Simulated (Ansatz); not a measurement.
## Ansatz run on NbAs (I4_1md, 4 atoms in the cell): self-consistent single point

Computed with LDA (PW92), default PAW files made with PBE (plane waves; Ansatz, a program for electronic structure).

Input:

Ansatz 0.2 input:
```yaml
crystal:
  lattice:
    - [-1.741936, 1.741936, 5.934555]
    - [1.741936, -1.741936, 5.934555]
    - [1.741936, 1.741936, -5.934555]
  atoms:
    - { symbol: Nb, position: [0.749720, 0.749720, 0.000000] }
    - { symbol: Nb, position: [0.499720, 0.999720, 0.500000] }
    - { symbol: As, position: [0.167280, 0.167280, 0.000000] }
    - { symbol: As, position: [0.917280, 0.417280, 0.500000] }
basis:
  ecutwfc: 420.0 eV
kpoints:
  mp_grid: { grid: [9, 9, 9] }
hamiltonian:
  xc: lda
  pseudopotentials: { kind: paw }
scf:
  occupations: { method: gaussian, width: 0.1 eV }
output:
  forces: true
  eigenvalues: true
  stress: true
```

The program printed (abridged):

```
WARN ansatz: RAYON_NUM_THREADS=1 ignored (pool sized by the plan → 1); use --threads N
basis.fft_grid_basis auto: the FFT boxes are laid along the combinations [[1, 0, 1], [0, 1, 1], [0, 0, 1]] of the cell's own vectors, 3.484, 3.484 and 6.426 Å …
Pseudopotentials: kind: paw
Pseudopotential: Nb, paw, valence charge 13
Pseudopotential: As, paw, valence charge 15
Crystal: 4 atoms, lattice volume = 72.030 Å³
Basis set: ecut = 420 eV, 1395 PW (Γ), FFT grids on a1+a3, a2+a3, a3
Bands: 34, of which v1, the nominal top of the filled ones, is band 28 counted from 1 (27 counted from 0)
Symmetry: 8 space group operations
Space group: I41md (ITA 109), of the structure as read, at distance tolerance 4.2e-5 Å
k-points: 75 of 729 (time reversal used)
PAW frozen core: Nb, regenerated for the run's functional, and the local potential with it
PAW frozen core: As, regenerated for the run's functional, and the local potential with it
Initial density: superposition of atomic densities (neutral atoms: chi_scale 0, normalization atom), corrected by the library's trained network
Initial wavefunctions: pseudopotential atomic-orbital guess
Eigensolver: davidson
Functional: x = slater, c = lda
SCF iter   1: F=—  HF=-18435.465929 eV  |F-HF|=—  |Δ(HF+E_count)|=         —  Δρ=1.03e-2  dr2=5.52e-2  ethr=1.77e-3  ⟨swp⟩=5.3  Hψ=10120  notcnv=0
all-band conjugate gradients solve this SCF's bands
preconditioner: auto → Kerker (q_TF=auto, 2.616 Å⁻¹)
SCF iter   2: F=—  HF=-18435.455927 eV  |F-HF|=—  |Δ(HF+E_count)|=   1.00e-2  Δρ=5.71e-3  dr2=1.71e-2  ethr=9.86e-5  ⟨swp⟩=1.0  Hψ=3150  notcnv=0
SCF iter   3: F=—  HF=-18435.451887 eV  |F-HF|=—  |Δ(HF+E_count)|=   4.04e-3  Δρ=6.81e-4  dr2=3.26e-4  ethr=3.05e-5  ⟨swp⟩=2.0  Hψ=3192  notcnv=0
SCF iter   4: F=—  HF=-18435.451811 eV  |F-HF|=—  |Δ(HF+E_count)|=   7.60e-5  Δρ=1.57e-4  dr2=2.66e-5  ethr=5.82e-7  ⟨swp⟩=2.0  Hψ=4395  notcnv=0
SCF iter   5: F=—  HF=-18435.451743 eV  |F-HF|=—  |Δ(HF+E_count)|=   6.89e-5  Δρ=9.93e-5  dr2=8.28e-6  ethr=4.74e-8  ⟨swp⟩=2.0  Hψ=4330  notcnv=0
SCF iter   6: F=—  HF=-18435.451741 eV  |F-HF|=—  |Δ(HF+E_count)|=   1.34e-6  Δρ=2.65e-5  dr2=7.05e-7  ethr=1.48e-8  ⟨swp⟩=2.2  Hψ=4001  notcnv=0
SCF iter   7: F=-18435.451741 eV  HF=-18435.451741 eV  |F-HF|=3.51e-8  |Δ(HF+E_count)|=   3.34e-7  Δρ=7.63e-6  dr2=4.27e-8  ethr=1.79e-10  ⟨swp⟩=8.1  Hψ=10308  notcnv=0
SCF 1 converged in 7 iterations: F = -18435.451741 eV  dr2 = 4.27e-8
SCF converged after 7 iterations
Free energy (F): -18435.451741 eV
Harris-Foulkes:  -18435.451741 eV  (|F-HF|=3.51e-8)
Internal energy: -18435.446901 eV  (E = F + TS)
E sigma→0 (E₀):  -18435.449321 eV
Entropy (-TS):   -0.004839 eV (-1.210 meV/atom)
Fermi energy:    15.354901 eV
--- Per-component energies (eV) ---
  E_band       = -536.843872
  E_kinetic    = 996.177661
  E_local      = -4464.062231  (includes V_loc(G=0)·N_el)
  E_nonlocal   = -1081.201703
  E_hartree    = 2183.987131
  E_xc         = -507.534468
  E_vxc        = -585.542597  (∫ρ·V_xc dr)
  E_paw        = -9439.160027  (= ΣΔE_a)
  E_vpaw       = 229.804031  (= ΣTr[D̂ρ^β])
  E_aug_tail   = 0.000033  (compensation charges beyond the density's cutoff)
  E_ewald      = -6128.655145
  E_core_change = 5.001849  (= ΣΔE_core)
  E_smearing   = -0.004839  (= −TS)
  E_closure    = 0.000000  (closes the sum)
  Σ components = -18435.451741   (vs F -18435.451741, Δ=0.00e0)
--- Forces (eV/Å), atoms counted from 1 ---
  atom   1  Nb    -0.00000000    -0.00000000    -0.01784640
  atom   2  Nb     0.00000000    -0.00000000    -0.01784640
  atom   3  As    -0.00000000     0.00000000     0.01782800
  atom   4  As     0.00000000     0.00000000     0.01782800
  max |Σ_I F_I| component: 3.68e-5 eV/Å
--- Stress (GPa, compression-positive) ---
      -10.879860       0.000000      -0.000000
        0.000000     -10.879860       0.000000
       -0.000000       0.000000     -10.264019
  P = ⅓ Tr σ = -10.6746 GPa (-106.746 kbar)
  The stress holds the Pulay correction. Without it, at fixed plane waves, as pw.x and ABINIT print it: P = -10.7009 GPa
--- Band table (eV; the first three rows and the last of 75) ---
  k-point 0: bands = ["-39.7041", "-39.6807", "-20.2165", "-20.2165", "-20.2028", "-20.1991", "-20.1988", "-20.1976", "-20.1913", "-20.1908", "-20.1908", "-20.1889", "-15.9357", "-15.8505", "-15.8505", "-15.7100", "-15.7100", "-15.6649", "2.2938", [...]
  k-point 1: bands = ["-39.7009", "-39.6791", "-20.2173", "-20.2158", "-20.2019", "-20.2007", "-20.1996", "-20.1986", "-20.1911", "-20.1906", "-20.1890", "-20.1878", "-15.9257", "-15.8712", "-15.8657", "-15.7316", "-15.7250", "-15.6639", "2.5757", [...]
  k-point 2: bands = ["-39.6928", "-39.6752", "-20.2196", "-20.2142", "-20.2052", "-20.2028", "-20.1997", "-20.1978", "-20.1904", "-20.1903", "-20.1857", "-20.1851", "-15.9339", "-15.9215", "-15.8673", "-15.7792", "-15.7613", "-15.6684", "3.2888", [...]
  k-point 74: bands = ["-39.6915", "-39.6909", "-20.2180", "-20.2177", "-20.2001", "-20.1999", "-20.1994", "-20.1989", "-20.1904", "-20.1900", "-20.1892", "-20.1892", "-15.8839", "-15.8534", "-15.8020", "-15.7945", "-15.7208", "-15.7010", "3.2595", [...]
```

The run converged in 7 iterations.

The starting cell comes from a database of computed structures (which also holds hypothetical and non-ambient phases and stackings), without a prior relaxation at this level. Its lattice was rescaled by up to half a per cent. Spin polarisation is off. With a pressure of about -11 GPa the cell is away from its equilibrium volume at this level. Ansatz's pressure includes its estimate of the finite-basis (Pulay) stress.
